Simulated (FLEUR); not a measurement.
## Equation of state of rock-salt MgSe (space group 225): energy against volume (FLEUR, LDA)

```
MgSe
1.0
    0.00000     2.62382     2.62382
    2.62382     0.00000     2.62382
    2.62382     2.62382     0.00000
Mg Se
1 1
Cartesian
  0.00000   0.00000   0.00000
  2.62382   2.62382   2.62382
```

Method of the run: LDA (Vosko-Wilk-Nusair), all-electron FLAPW (FLEUR), scalar-relativistic valence (FLEUR). Settings: Kmax = 5.02 1/bohr; GmaxXC = 20.1 1/bohr; xcFunctional = vwn; jspins = 1; l_soc = F; mode = hist; fermiSmearingEnergy = 0.00036749 Htr; mesh (inpgen div1-3) = 11 11 11; inpgen gamma flag = false; Gmax = 20.1 1/bohr; numbands = 0; maxIterBroyd = 40; imix = Anderson; alpha = 0.05; precondParam = 0; minDistance = 1e-05 me/bohr^3. The cell above is the first row's. The rows scale it uniformly. In all rows fractional positions and the k mesh are held. E is the free energy at the stated smearing, counted from the lowest row.

| V (Å^3/atom) | E (meV/atom) |
|---|---|
| 18.064 | 36.76 |
| 18.456 | 20.90 |
| 18.849 | 9.78 |
| 19.242 | 2.97 |
| 19.634 | 0.00 |
| 20.027 | 0.53 |
| 20.420 | 4.20 |
| 20.812 | 10.71 |
| 21.205 | ? |

The 8 complete rows are fitted with the third-order Birch-Murnaghan form, a cubic in V^(-2/3), E against V. With u = V^(-2/3) - 0.138, the rows have u = 0.007253, 0.005189, 0.003191, 0.001262, -0.000598, -0.002401, -0.004147, -0.005833. Least squares gives E = 0.565 + 1245.96·u + 513665·u² + 345274·u³. Residuals (row less fit): 0.004, -0.009, -0.002, 0.014, -0.004, 0.000, -0.007, 0.004; standard error 0.010 (degrees of freedom: 4). Its minimum lies at u = -0.001214, so V0 = (0.136786)^(-3/2) = 19.77. There d²E/du² = 1025000 and d³E/du³ = 2072000, so B0 = (4/9) × 19.77^(-7/3) × 1025000 × 0.160218 = 69.1 GPa (the last factor turns the table's units into GPa), and B0' = 4 + (2/3) × 0.136786 × (2072000)/1025000 = 4.2.

Problem. Predict the withheld E at V = 21.205 from the fit, and compare with the calculation.

Solution. u = -0.007471, so E = 0.565 + 1245.96 × (-0.007471) + 513665 × (-0.007471)² + 345274 × (-0.007471)³ = 19.783 meV/atom. The calculation gives 19.78 meV/atom, which the fit meets to the printed digits. The row lies outside the fitted rows, so this is an extrapolation. From the scatter of the fitted rows alone, a prediction at this place has a standard error of 0.024 meV/atom, so the miss is 0.1 times that.

Carrying the step between the two nearest rows on in a straight line would have given 17.24, off by 2.54; series whose last step already gives the withheld value aren't shown. The scan was laid around a cell of about the measured size, scaled by a guess for this functional. This is one of several polymorphs. The runs keep the symmetry of the cell, so they don't test it for distortions. Values depend on the basis (sphere radii, cutoffs, local orbitals), which need not be converged. Cutoffs and mesh are single choices, not tested for convergence of this quantity. Series with a scatter that would blur these digits, or in which a gap closes, are not shown. Nor are scans whose minimum lies at an end fitted in this form.
